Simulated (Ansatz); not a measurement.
Defect migration in zinc-blende GaN: Ga vacancy, charge state -3. Computed with PBE, PAW (plane waves to 420 eV; Ansatz, a quantum-chemistry and plane-wave program).

Cell of 64 host sites held at the relaxed PBE lattice; one k-point at (0.250, 0.250, 0.250); Fermi-Dirac width 0.01 eV, spin-restricted; finite-size errors left in. No zero-point or tunnelling terms. The host's phase is taken as given; its stability against other phases was not computed. The charge state is imposed; whether it is stable for some Fermi level was not computed. Forms of the defect that were not tried may lie lower.

Barriers: single points on a 2×2×2 k-point mesh shifted by half a step at the bands' geometries.

The only route run: one Ga atom jumps into the vacancy from a nearby Ga site; the atom moves 3.11 Å along (0.00, 0.48, -0.48) of the unit cell; the moving atom starts with neighbours N at 1.87, 2 N at 1.99, N at 2.01 Å and ends with N at 1.87, 2 N at 1.99, N at 2.01 Å. Its barrier is 2.12 eV. The program found a first-order saddle point. The defect has 12 equivalent sites to jump to, 3.22 Å away. Attempt frequency: take 10 THz as a typical guess.

Problem. Estimate the defect's diffusion coefficient at 300 K, how far it wanders in 1 h, and how much an error of 0.1 eV in the barrier would matter.

Solution. kT = 0.0259 eV, so each jump happens at Γ = ν exp(−E/kT) = 1.0e13 × exp(−82.01) ≈ 2.4e-23 s⁻¹. For uncorrelated jumps in a cubic host D = z λ² Γ / 6 = 12 × (3.22e-8 cm)² × 2.4e-23 / 6 ≈ 5.0e-38 cm²/s. The root-mean-square distance is √(6Dt) ≈ 3e-10 nm, less than one jump, so the defect is frozen in. An error of 0.1 eV changes D by a factor exp(0.1/kT) ≈ 48, and the distance by its square root. This is the isolated defect's own diffusivity; trapping, its concentration and zero-point motion are left out.
